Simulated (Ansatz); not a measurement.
Consider Pt in the fcc (Cu type) structure (space group Fm-3m, No. 225; relaxed with 0.1 eV smearing).

```xyz
1
Lattice="0.0000 1.9599 1.9599 1.9599 0.0000 1.9599 1.9599 1.9599 0.0000" Properties=species:S:1:pos:R:3 pbc="T T T"
Pt     0.0000     0.0000     0.0000
```

Cartesian axes are those of the cell as printed.

All numbers come from PBEsol in Ansatz (plane waves to 420 eV, PAW, no spin-orbit coupling).

Before the change:

| Item | Value |
|---|---|
| Pressure | 0.0 GPa |

It is then changed as follows: biaxial strain −1.67 %, plane normal [111], relaxed out of plane (Cartesian); in-plane vectors clamped, the third vector and the atoms free.

**Question.** What happens to the out-of-plane strain, energy relative to the base and pressure?

**Answer.** The out-of-plane strain comes out as +1.96 %; the energy grows by 11 meV/atom; the pressure (mean of the normal stresses, compression positive) goes from zero to 4.7 GPa.

No phonon test of stability was made. All final runs are without spin polarisation.

Ansatz is a quantum-chemistry and plane-wave program.
